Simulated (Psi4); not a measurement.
Psi4 1.11, R2SCAN/def2-svp: Si(Me)3(Cl) (C[Si](C)(C)Cl), 14 atoms. The geometry is a generated start, not checked to be a minimum at this level.

| Quantity | Result |
|---|---|
| task | gradient |
| method | r2scan |
| basis | def2-svp |
| memory | 7 GB |
| scf_type | df (default) |
| guess | auto, which took SAD (default) |
| diis_max_vecs | 10 (default) |
| scf_initial_accelerator | adiis (default) |
| e_convergence | 1e-08 (default) |
| d_convergence | 1e-08 (default) |
| basis functions (reference run) | 123 |
| grid points (reference run) | 2523672 |

```xyz
14

C     -0.7404     1.6104    -0.3860
Si     0.1567     0.1237     0.3959
C      1.6323    -0.4148    -0.6822
C     -1.0521    -1.3239     0.6612
Cl     0.8766     0.6988     2.2214
H     -1.1534     1.3547    -1.3567
H     -1.5597     1.9524     0.2400
H     -0.0665     2.4508    -0.5264
H      2.1787    -1.2350    -0.2256
H      1.3032    -0.7452    -1.6630
H      2.3330     0.4019    -0.8295
H     -1.4446    -1.6875    -0.2831
H     -1.8971    -1.0266     1.2757
H     -0.5668    -2.1596     1.1583
```
Charge 0, spin multiplicity 1.

The reference run has dft_radial_points = 200, dft_spherical_points = 974, dft_pruning_scheme = none (default); it is not itself proven converged. Single runs; times are not shown.

Settings tried, all else as in the reference:
- dft_radial_points = 75 (default), dft_spherical_points = 302 (default), dft_pruning_scheme = robust
- dft_radial_points = 99, dft_spherical_points = 590
- dft_radial_points = 75 (default), dft_spherical_points = 302 (default), dft_pruning_scheme = treutler
- dft_radial_points = 99, dft_spherical_points = 590, dft_pruning_scheme = treutler
- dft_radial_points = 35, dft_spherical_points = 110
- dft_radial_points = 150, dft_spherical_points = 770
- dft_radial_points = 50, dft_spherical_points = 194
- dft_radial_points = 75 (default), dft_spherical_points = 434
- dft_radial_points = 99, dft_spherical_points = 590, dft_pruning_scheme = robust
- dft_radial_points = 25, dft_spherical_points = 50
- dft_radial_points = 75 (default), dft_spherical_points = 302 (default)

**Question.** Which of these stay within 1.0 meV/atom in energy, 10 meV/Å in forces (largest component) of the reference run?

**Answer.** Within it: dft_radial_points = 150, dft_spherical_points = 770. Outside: dft_radial_points = 99, dft_spherical_points = 590, dft_pruning_scheme = treutler; dft_radial_points = 99, dft_spherical_points = 590; dft_radial_points = 99, dft_spherical_points = 590, dft_pruning_scheme = robust; dft_radial_points = 75 (default), dft_spherical_points = 434; dft_radial_points = 75 (default), dft_spherical_points = 302 (default); dft_radial_points = 75 (default), dft_spherical_points = 302 (default), dft_pruning_scheme = robust; dft_radial_points = 75 (default), dft_spherical_points = 302 (default), dft_pruning_scheme = treutler; dft_radial_points = 35, dft_spherical_points = 110; dft_radial_points = 50, dft_spherical_points = 194; dft_radial_points = 25, dft_spherical_points = 50.

| setting | grid points | energy against the reference | difference in forces (largest component) |
|---|---|---|---|
| the reference | 2523672 | — | — |
| dft_radial_points = 150, dft_spherical_points = 770 | 1506290 | −0.0023 meV/atom | 1.7 meV/Å |
| dft_radial_points = 99, dft_spherical_points = 590, dft_pruning_scheme = treutler | 395732 | +0.31 meV/atom | 37 meV/Å |
| dft_radial_points = 99, dft_spherical_points = 590 | 764036 | +0.21 meV/atom | 39 meV/Å |
| dft_radial_points = 99, dft_spherical_points = 590, dft_pruning_scheme = robust | 533156 | +0.21 meV/atom | 39 meV/Å |
| dft_radial_points = 75 (default), dft_spherical_points = 434 | 428148 | −0.41 meV/atom | 41 meV/Å |
| dft_radial_points = 75 (default), dft_spherical_points = 302 (default) | 298071 | −0.40 meV/atom | 42 meV/Å |
| dft_radial_points = 75 (default), dft_spherical_points = 302 (default), dft_pruning_scheme = robust | 203785 | −0.40 meV/atom | 42 meV/Å |
| dft_radial_points = 75 (default), dft_spherical_points = 302 (default), dft_pruning_scheme = treutler | 163129 | −0.33 meV/atom | 44 meV/Å |
| dft_radial_points = 35, dft_spherical_points = 110 | 51742 | −7.8 meV/atom | 110 meV/Å |
| dft_radial_points = 50, dft_spherical_points = 194 | 129749 | −0.60 meV/atom | 250 meV/Å |
| dft_radial_points = 25, dft_spherical_points = 50 | 16813 | +49 meV/atom | 440 meV/Å |

Total energies are compared; such shifts often cancel in part in energy differences. The gradients leave out the derivatives of the grid weights. The tolerance is a choice made for this comparison.
